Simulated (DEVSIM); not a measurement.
Device: abrupt Si n-p junction, at 300 K.

Layer 1 from the left is Si, thickness (μm) 0.610, Nd (cm⁻³) 1.1e19, τn (s) 0.00036, τp (s) 0.00036. Layer 2 from the left is Si, thickness (μm) 42.0, Na (cm⁻³) 2.4e15, τn (s) 0.00036, τp (s) 0.00036.

Left contact: ohmic. Right contact: ohmic. Voltage is applied to the left contact. Recombination: SRH at mid-gap, Auger. Mobility is μmin + (μ − μmin)/(1 + (N/Nref)^α).

The device is made up for the run: typed textbook-type constants, with dimensions and the other settings drawn at random. Values at 300 K.

Si: gap (eV) 1.124, affinity (eV) 4.05, permittivity 11.7, Nc (cm⁻³) 2.86e19, Nv (cm⁻³) 3.1e19, μn (cm²/Vs) 1417, μp (cm²/Vs) 470, μn,min 52, μp,min 45, Nref,n 9.7e16, Nref,p 2.2e17, αn 0.68, αp 0.72, Cn (cm⁶/s) 2.8e-31, Cp (cm⁶/s) 9.9e-32.

Model (solved in DEVSIM): 1D drift-diffusion, Boltzmann statistics, complete ionisation; no tunnelling, impact ionisation, image-force lowering or self-heating.

Dark forward current:

```csv
|V| (V),|J| (A/cm²)
0.05,4.031e-10
0.10,3.079e-9
0.15,2.131e-8
0.20,1.466e-7
0.25,1.010e-6
0.30,6.976e-6
0.35,4.820e-5
0.40,0.0003330
0.45,0.002301
0.50,0.01586
0.55,0.1080
0.60,0.6872
0.65,3.559
0.70,14.03
0.75,45.18
0.80,127.5
0.85,319.0
0.90,690.1
0.95,1278
1.00,2071
```

Task: Work out the local ideality factor n = ΔV / (kT/q · ln(J2/J1)) between the rows 0.15 and 0.20 V, 0.40 and 0.45 V, 0.95 and 1.00 V.

Result: kT/q = 25.85 mV. From 0.15 to 0.20 V: ln(1.466e-7/2.131e-8) = 1.929, n = 1.00, near the 1 of diffusion or emission over a barrier. From 0.40 to 0.45 V: ln(0.002301/0.0003330) = 1.933, n = 1.00, near the 1 of diffusion or emission over a barrier. From 0.95 to 1.00 V: ln(2071/1278) = 0.483, n = 4.01.

Task: Estimate the current at 0.35 V from the Shockley equation with J0 = Σ q ni² D/(N L) coth(W/L), τ joining the SRH, radiative and Auger lifetimes that are on, and W taken as the whole layer.

Result: ni² = 1.16e20 cm⁻⁶; holes in the n layer: μ = 69.0 cm²/Vs, D = 1.78 cm²/s, τ = 2.95e-8 s, L = 2.29 μm, W/L = 0.27, term 5.05e-14 A/cm²; electrons in the p layer: μ = 1310 cm²/Vs, D = 34.0 cm²/s, τ = 0.000360 s, L = 1110 μm, W/L = 0.038, term 6.26e-11 A/cm². J0 = 6.27e-11 A/cm², and J = J0 exp(qV/kT) = 4.76e-5 A/cm². The simulation gives 4.82e-5 A/cm²; the estimate lies 1.3 % below. The estimate leaves out recombination in the depletion region and that region's share of W.
